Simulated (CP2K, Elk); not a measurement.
A CP2K input for a self-consistent single point of SrAlGe (P-6m2, 3 atoms in the cell) (DFT LDA (Pade form), GPW, DZVP-MOLOPT-SR-GTH basis, GTH-PADE potentials (GTH_POTENTIALS)):

```
&GLOBAL
  PROJECT sralge
  RUN_TYPE ENERGY_FORCE
  PRINT_LEVEL LOW
&END GLOBAL
&FORCE_EVAL
  METHOD Quickstep
  STRESS_TENSOR ANALYTICAL
  &DFT
    BASIS_SET_FILE_NAME BASIS_MOLOPT
    POTENTIAL_FILE_NAME GTH_POTENTIALS
    &QS
      METHOD GPW
      EPS_DEFAULT 1E-11
    &END QS
    &MGRID
      CUTOFF 500
      REL_CUTOFF 50
      NGRIDS 5
    &END MGRID
    &SCF
      SCF_GUESS ATOMIC
      EPS_SCF 1E-6
      MAX_SCF 100
      ADDED_MOS 4
      &DIAGONALIZATION
        ALGORITHM STANDARD
      &END DIAGONALIZATION
      &MIXING
        METHOD BROYDEN_MIXING
        ALPHA 0.3
        NBUFFER 10
      &END MIXING
      &SMEAR ON
        METHOD FERMI_DIRAC
        ELECTRONIC_TEMPERATURE [K] 580.23
      &END SMEAR
    &END SCF
    &KPOINTS
      SCHEME MONKHORST-PACK 6 6 5
      GAMMA_CENTERED T
    &END KPOINTS
    &XC
      &XC_FUNCTIONAL PADE
      &END XC_FUNCTIONAL
    &END XC
    &PRINT
      &MO
        EIGENVALUES T
        OCCUPATION_NUMBERS T
        NDIGITS 8
        FILENAME mo
        &EACH
          QS_SCF 0
        &END EACH
        ADD_LAST NUMERIC
      &END MO
      &MULLIKEN OFF
      &END MULLIKEN
    &END PRINT
  &END DFT
  &SUBSYS
    &CELL
      ABC 4.29652000 4.29651959 4.77902000
      ALPHA_BETA_GAMMA 90.00000000 90.00000000 120.00000312
      PERIODIC XYZ
    &END CELL
    &COORD
      SCALED
      Sr       0.00000000     0.00000000     0.00000000
      Al       0.66666700     0.33333300     0.50000000
      Ge       0.33333300     0.66666700     0.50000000
    &END COORD
    &KIND Sr
      BASIS_SET DZVP-MOLOPT-SR-GTH-q10
      POTENTIAL GTH-PADE-q10
    &END KIND
    &KIND Al
      BASIS_SET DZVP-MOLOPT-SR-GTH-q3
      POTENTIAL GTH-PADE-q3
    &END KIND
    &KIND Ge
      BASIS_SET DZVP-MOLOPT-SR-GTH-q4
      POTENTIAL GTH-PADE-q4
    &END KIND
  &END SUBSYS
  &PRINT
    &FORCES ON
    &END FORCES
    &STRESS_TENSOR ON
    &END STRESS_TENSOR
  &END PRINT
&END FORCE_EVAL
```

Q: Translate this input to Elk.

A: One input that does it (others would too):

```
tasks
  0

xctype
  3

rgkmax
  7.5

gmaxvr
  14.0

nxlo
  2

lorbcnd
  .true.

rmtscf
  0.96

lmaxi
  2

stype
  3

swidth
  0.00183747

scale
  1.889726125

avec
    4.2965197299    0.0000000627    0.0000000000
   -2.1482599192    3.7208952026    0.0000000000
    0.0000000000    0.0000000000    4.7790200000

atoms
  3   : nspecies
  'Sr.in'   : spfname
  1   : natoms; atposl, bfcmt below
  0.0000000000  0.0000000000  0.0000000000    0.0 0.0 0.0
  'Al.in'   : spfname
  1   : natoms; atposl, bfcmt below
  0.6666666667  0.3333333333  0.5000000000    0.0 0.0 0.0
  'Ge.in'   : spfname
  1   : natoms; atposl, bfcmt below
  0.3333333333  0.6666666667  0.5000000000    0.0 0.0 0.0

ngridk
  6 6 5
```

Basis, cutoffs, solver keys and any potentials are the target program's own. This input uses DFT, LDA (PW92), all-electron FP-LAPW, Elk's shipped species files, APW+lo basis with extra local orbitals. LDA parametrisations can differ slightly between programs.

The starting cell comes from a database of computed structures (which also holds hypothetical and non-ambient phases and stackings), without a prior relaxation at this level.
